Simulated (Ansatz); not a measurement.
MgCO3 (R-3c, No. 167), treated with PBEsol in Ansatz (PAW).

Numerical settings: plane-wave cutoff 520 eV, 10×10×10 k mesh, scalar-relativistic PAW data made under PBE.

Computed at the level's own relaxed cell.

Elastic tensor (GPa, Voigt notation, ions relaxed):

```
  252.1    74.8    59.1    19.6     0.0     0.0
   74.8   252.1    59.1   -19.6     0.0     0.0
   59.1    59.1   146.9     0.0     0.0     0.0
   19.6   -19.6     0.0    54.6     0.0     0.0
    0.0     0.0     0.0     0.0    54.6    19.6
    0.0     0.0     0.0     0.0    19.6    88.7
```

### Question
Work out the Voigt, Reuss and Hill averages of the bulk and shear moduli, Young's modulus and Poisson's ratio from the printed constants.

### Answer
K_V = [C11 + C22 + C33 + 2(C12 + C13 + C23)]/9 = [651.1 + 2 × 193.0]/9 = 115.2 GPa. G_V = [651.1 − 193.0 + 3 × 197.9]/15 = 70.1 GPa. From the compliances S = C⁻¹, K_R = 106.8 and G_R = 61.6 GPa. Hill means: K = 111.0, G = 65.8 GPa. E = 9KG/(3K + G) = 165 GPa, ν = (3K − 2G)/(6K + 2G) = 0.25, K/G = 1.69.

The computed numbers hold no vibrational or temperature effects.

Ansatz is a quantum-chemistry and plane-wave program.
